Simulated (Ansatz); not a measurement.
Fermi-surface data of Mo₃Ge under load (space group Pm-3n)

Data:

```yaml
crystal:
  lattice:
    - [4.87778, 0.00000, 0.00000]
    - [0.00000, 4.87778, 0.00000]
    - [0.00000, 0.00000, 4.87778]
  atoms:
    - { symbol: Ge, position: [0.00000, 0.00000, 0.00000] }
    - { symbol: Ge, position: [0.50000, 0.50000, 0.50000] }
    - { symbol: Mo, position: [0.25000, 0.00000, 0.50000] }
    - { symbol: Mo, position: [0.75000, 0.00000, 0.50000] }
    - { symbol: Mo, position: [0.50000, 0.75000, 0.00000] }
    - { symbol: Mo, position: [0.50000, 0.25000, 0.00000] }
    - { symbol: Mo, position: [0.00000, 0.50000, 0.75000] }
    - { symbol: Mo, position: [0.00000, 0.50000, 0.25000] }
```

These are PBEsol, rigid bands (plane waves, PAW, scalar-relativistic; Ansatz, a program for electronic structure) values and carry that method's errors. Condition of this run: hydrostatic pressure 5 GPa (the target of the relaxation). Geometry: cell and atoms relaxed with PBEsol, then loaded as said.

```yaml
density of states at the Fermi level: 3.80 states/(eV·cell), both spins
bare Sommerfeld coefficient: 1.12 mJ/(mol of atoms·K²)
drude_plasma_energy: 5.8 eV
root-mean-square Fermi velocity: 6.2e5 m/s
resistivity times τ: 14.6 ×10⁻²² Ω·m·s
```

A metal at this level (no band gap); rigid bands, thermally averaged at 300 K, both spins. Spin-orbit coupling is left out. τ is one relaxation time for all states.

Computed structure with no diffraction record at hand here (it may be known, metastable or hypothetical): Mo3Ge under load (space group Pm-3n).
